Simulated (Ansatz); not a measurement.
Armchair MoSe2 nanoribbon, N = 8, bare edges

Levels: PBE (plane waves to 420 eV, PAW; Ansatz, an electronic-structure program); PBE with spin-orbit coupling in Ansatz. Unmarked values and the geometry are of the first. Mesh 1×1×6. No spin polarisation, so a magnetic state wasn't tested. Isolated but for its images some 11 Å away. A hypothetical model, cut from the flat sheet. Symmetry and one short period hold its shape; lower forms weren't sought. Values not marked SOC lack spin–orbit coupling.

| Item | Result |
|---|---|
| period along the axis (24 atoms) | 5.707 Å |
| largest distance between nuclei across the axis | 12.26 Å |
| edge energy against the flat MoSe2 sheet, per length of one edge | +0.650 eV/Å |
| PBE gap | 0.44 eV, nearly direct, from k = 0.375 × 2π/c to Γ |
| electron mass along the axis (PBE) | 0.81 mₑ |
| hole mass along the axis (PBE) | 3.8 mₑ |
| PBE+SOC gap at this geometry | 0.43 eV |

```
CELL_PARAMETERS angstrom
     23.00000     0.00000     0.00000
      0.00000    14.50000     0.00000
      0.00000     0.00000     5.70660
ATOMIC_POSITIONS crystal
  Se 0.24329 0.38571 0.66198
  Mo 0.26321 0.50000 0.35910
  Se 0.24329 0.61429 0.66198
  Se 0.32046 0.37646 0.15729
  Mo 0.31474 0.50000 0.85160
  Se 0.32046 0.62354 0.15729
  Se 0.38928 0.38956 0.66577
  Mo 0.39066 0.50000 0.31937
  Se 0.38928 0.61044 0.66577
  Se 0.46432 0.38394 0.16597
  Mo 0.46472 0.50000 0.83460
  Se 0.46432 0.61606 0.16597
  Se 0.53568 0.38394 0.66597
  Mo 0.53528 0.50000 0.33460
  Se 0.53568 0.61606 0.66597
  Se 0.61072 0.38956 0.16577
  Mo 0.60934 0.50000 0.81937
  Se 0.61072 0.61044 0.16577
  Se 0.67954 0.37646 0.65729
  Mo 0.68526 0.50000 0.35160
  Se 0.67954 0.62354 0.65729
  Se 0.75671 0.38571 0.16198
  Mo 0.73679 0.50000 0.85910
  Se 0.75671 0.61429 0.16198
```
